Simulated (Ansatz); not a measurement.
The parent structure is HgTe in the zinc blende structure (space group F-43m, No. 216).

```
CELL_PARAMETERS angstrom
      0.00000     3.25489     3.25489
      3.25489     0.00000     3.25489
      3.25489     3.25489     0.00000
ATOMIC_POSITIONS crystal
  Hg 0.00000 0.00000 0.00000
  Te 0.25000 0.25000 0.25000
```

Cartesian axes are those of the cell as printed.

Computed with PBEsol in Ansatz (plane waves to 420 eV, PAW, spin-orbit coupling left out).

Strains are applied to the cell and any free atomic positions relax.

One change was made to it. Results:

The pressure (mean of the normal stresses, compression positive) goes from zero to -1.0 GPa; the energy goes up by 3.5 meV/atom.

### Question
Which change produced these results?
A) uniaxial strain ε_zz = +2.00 %
B) uniaxial strain ε_zz = −1.50 %
C) uniaxial strain ε_zz = +2.50 %
D) uniaxial strain ε_zz = +1.50 %

### Answer
C, uniaxial strain ε_zz = +2.50 %. For comparison, the energy relative to the base in the other runs: uniaxial strain ε_zz = −1.50 % gives +1.3 meV/atom; uniaxial strain ε_zz = +1.50 % gives +1.3 meV/atom; uniaxial strain ε_zz = +2.00 % gives +2.2 meV/atom.

The mesh was chosen for an insulator and is coarse for the gapless case. Stability against distortions was not tested. The final runs are not spin-polarised. Gaps under 0.05 eV, about the width of the smearing, are given as zero.

Ansatz is a program for electronic structure.
